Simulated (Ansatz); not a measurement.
InP (F-43m) under uniaxial stress along [110] (compression positive): electron conductivity mass by PBEsol with spin-orbit coupling, rigid bands (plane waves, PAW; Ansatz, a program for electronic structure). The unloaded cell, whose axes the loads refer to:

Space group F-43m (No. 216); a = 5.878 Å, b = 5.878 Å, c = 5.878 Å, α = 90.00°, β = 90.00°, γ = 90.00°

```json
[
 {"atom": "In", "site": "4a", "symmetry": "-43m", "x": "0.0000", "y": "0.0000", "z": "0.0000"},
 {"atom": "P", "site": "4d", "symmetry": "-43m", "x": "0.7500", "y": "0.7500", "z": "0.7500"}
]
```
(The calculation used a cell of 2 atoms; values per cell refer to that cell.)

| uniaxial stress along [110] (compression positive) (GPa) | volume per atom (Å³) | electron conductivity mass (mₑ) |
|---|---|---|
| -2 | 25.64 | ? |
| -1 | 25.52 | 0.0544 |
| 0 | 25.39 | 0.0565 |
| 1 | 25.26 | 0.0583 |
| 2 | 25.14 | 0.0595 |

**Question.** Fit a straight line to ln(electron conductivity mass) against the load over the rows given, and predict the row at -2 GPa.

**Answer.** The means are x̄ = 0.500 GPa and ȳ = -2.8622; Σ(x − x̄)(y − ȳ) = 0.1501 and Σ(x − x̄)² = 5.000, so the slope is 3.00 % per GPa, and the rows given lie within 0.50 % of the line. At -2 GPa the line gives 0.0530 mₑ; the calculation gives 0.0519 mₑ, 2.1 % from it.

Masses are for dilute carriers at 300 K, harmonic means over directions unless an axis is named. Stresses and pressures are the targets of the relaxation. The structure type is held at every load. Geometry: cell and atoms relaxed with PBEsol.
